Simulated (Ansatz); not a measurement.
**The (10-10) surface of hexagonal WC in its 1x1 cell (cut with top plane C, bottom plane W), outermost plane spacing 0.84 Å in the ideal cut**

Level of theory: r2SCAN, at the PBE geometry (plane waves to 500 eV, PAW; Ansatz, a first-principles code).

Model: 10-atom slab, C5W5, 11.0 Å thick at the start, 13x13x1 mesh, Fermi-Dirac 0.1 eV, dipole correction, single point; on the structure that PBE left under its start's symmetry; no spin, no spin-orbit, no U.

```
Item                                                              Value
-----------------------------------------  ----------------------------
surface energy (mean of two unlike faces)                     3.95 J/m²
work function of the top face                                   5.41 eV
cost                                       very roughly 60 core-seconds
```
